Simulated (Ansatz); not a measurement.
**Sn, response to strain**

Take Sn in the diamond structure (space group Fd-3m, No. 227; a = 6.474 Å; relaxed with 0.1 eV smearing) as the base. Axes: x, y, z lie along the cube axes.

Strains are applied to the cell and any free atomic positions relax.

The values are results of LDA (Ansatz, a quantum-chemistry and plane-wave program, PAW, without spin-orbit coupling), not measurements.

Notes on the quantities. energy relative to the base: free energy F.

| uniaxial strain ε_zz (%) | energy relative to the base (meV/atom) |
|---|---|
| 0 | 0.0 |
| 0.5 | ? |
| 1 | 0.7 |
| 1.5 | 1.6 |
| 2 | 2.8 |
| 2.5 | 4.3 |
| 3 | 6.2 |

Question: Fit ΔE = Aε² + Bε³ (ε in %) to the rows shown and predict the withheld row.

Answer: Least squares on the printed values gives A = 0.717 and B = -0.0099 meV/atom (largest residual 0.0 meV/atom); this predicts 0.2 meV/atom, and the run gives 0.2 meV/atom, in agreement.

Whether these cells are dynamically stable was not tested.
